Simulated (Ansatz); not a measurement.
Take CdTe in the zinc blende structure (space group F-43m, No. 216; a = 6.618 Å) as the base.

Calculations: Ansatz (a first-principles code), PBE, PAW, cutoff 420 eV, scalar-relativistic without spin-orbit coupling.

Base values:

The electron mass comes out as 0.053 mₑ (at Γ). The valley order is Γ 0.59 eV; L along ⟨111⟩ 1.76 eV. The volume per atom is 36.23 Å³.

The change: cell and atoms relaxed at a pressure of 9 GPa.

**Question.** How does this affect the electron mass, valley order and volume per atom?

**Answer.** The electron mass changes from 0.053 mₑ (at Γ) to 0.082 mₑ (at Γ); the valley order (the lowest conduction-band minima on the path, energy above the VBM, named in the base's zone) goes from Γ 0.59 eV; L along ⟨111⟩ 1.76 eV to Γ 1.10 eV; L along ⟨111⟩ 1.92 eV; X along ⟨100⟩ 2.36 eV; the volume per atom shrinks by 5.68 Å³, from 36.23 Å³ to 30.55 Å³.

Spin-orbit coupling, missing from the scalar runs, can matter with Te. The levels and masses belong to the bands next to the band gap. Load acts through the strain it causes; cell and atoms are relaxed under it. Masses are band curvatures over ±0.01 Å⁻¹ around the edge. Stability against distortions was not tested. Measured, CdTe leaves this structure (for cinnabar) near 3.53 GPa (temperature not stated; as listed in Datta, Sujoy, Jana, Debnarayan, arXiv (2020)), on rising pressure, with hysteresis.
